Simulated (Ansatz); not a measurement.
Take GaN in the zinc blende structure (space group F-43m, No. 216) as the base.

```
CELL_PARAMETERS angstrom
      0.00000     2.24914     2.24914
      2.24914     0.00000     2.24914
      2.24914     2.24914     0.00000
ATOMIC_POSITIONS crystal
  N  0.75000 0.75000 0.75000
  Ga 0.00000 0.00000 0.00000
```

Levels (all Ansatz, an electronic-structure program, PAW, earlier PAW set): PBEsol (420 eV, spin-orbit coupling left out); HSE06+SOC (420 eV, spin-orbit coupling included).

Its gap is 1.70 eV with PBEsol and 2.99 eV with HSE06+SOC.

Modification: B takes the place of Ga on all its sites; the structure is relaxed again.

With PBEsol the gap becomes 4.29 eV.

If the HSE06+SOC correction stayed the same, what would the HSE06+SOC gap be, and what does the HSE06+SOC run give?

A rigid correction of +1.29 eV gives 5.58 eV. The HSE06+SOC run gives 5.79 eV, so the correction itself changes by +0.21 eV.

Single points use the geometry relaxed with PBEsol. HSE06 gaps are upper bounds (no full band path). Differences between runs with and without spin-orbit coupling are approximate. Whether these cells are dynamically stable was not tested. This is not the structure that GaN has at room temperature and ambient pressure.
